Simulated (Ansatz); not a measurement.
The starting structures come from a database of crystals and need not be the phases stable at ambient conditions.

 Where the default PAW files enter, the runs use the earlier of Ansatz's two default sets.

The decay constant κ of evanescent states in the gap governs leakage through a thin film.

```yaml
crystal:
  lattice:
    - [5.51065, 0.00000, 0.00000]
    - [-2.28280, 5.01559, 0.00000]
    - [1.61393, 2.50779, 4.63395]
  atoms:
    - { symbol: Hf, position: [0.00000, 0.00000, 0.00000] }
    - { symbol: Hf, position: [0.25000, 0.75000, 0.50000] }
    - { symbol: Si, position: [0.75000, 0.25000, 0.50000] }
    - { symbol: Si, position: [0.50000, 0.50000, 0.00000] }
    - { symbol: O, position: [0.86591, 0.68080, 0.81489] }
    - { symbol: O, position: [0.93080, 0.24569, 0.68511] }
    - { symbol: O, position: [0.49569, 0.68080, 0.18511] }
    - { symbol: O, position: [0.93080, 0.61591, 0.31489] }
    - { symbol: O, position: [0.38409, 0.06920, 0.68511] }
    - { symbol: O, position: [0.31920, 0.13409, 0.18511] }
    - { symbol: O, position: [0.75431, 0.06920, 0.31489] }
    - { symbol: O, position: [0.31920, 0.50431, 0.81489] }
```

Space group of this cell: I4_1/amd. The cell is taken as given; by LDA its mean pressure is -3.9 GPa.

Transport runs along the normal of the first two printed cell vectors, the (110) plane of the conventional cell.

The gap is the functional's own. No spin-orbit coupling. Mid-gap values are interpolated on the energy grid.

Task: Predict the band gap and the smallest decay constant κ at mid-gap from LDA (Ansatz, an electronic-structure program).

Result: Gap 5.33 eV on a 8×8×8 mesh; κ = 0.432 1/Å, at the zone centre.
